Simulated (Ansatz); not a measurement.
## ZnS: response to strain

The reference is ZnS in the zinc blende structure (space group F-43m, No. 216; a = 5.389 Å). Axes: x, y, z lie along the cube axes.

Strains are applied to the cell and any free atomic positions relax; under biaxial strain the out-of-plane vector relaxes too.

The values are results of Ansatz (a program for electronic structure) r2SCAN, scalar-relativistic without spin-orbit coupling, not measurements.

Candidates:
(a) biaxial strain +1.25 %, plane normal [111], relaxed out of plane
(b) biaxial strain +0.83 %, plane normal [111], relaxed out of plane
(c) biaxial strain +1.67 %, plane normal [111], relaxed out of plane
(d) biaxial strain +2.08 %, plane normal [111], relaxed out of plane
(e) biaxial strain +0.42 %, plane normal [111], relaxed out of plane

Before the change:

| Property | Value |
|---|---|
| Band gap | 2.70 eV |

Problem. Order them by band gap, lowest first.

Solution. (d) biaxial strain +2.08 %, plane normal [111], relaxed out of plane (2.45 eV), (c) biaxial strain +1.67 %, plane normal [111], relaxed out of plane (2.50 eV), (a) biaxial strain +1.25 %, plane normal [111], relaxed out of plane (2.55 eV), (b) biaxial strain +0.83 %, plane normal [111], relaxed out of plane (2.60 eV), (e) biaxial strain +0.42 %, plane normal [111], relaxed out of plane (2.65 eV)

Stability against distortions was not tested.
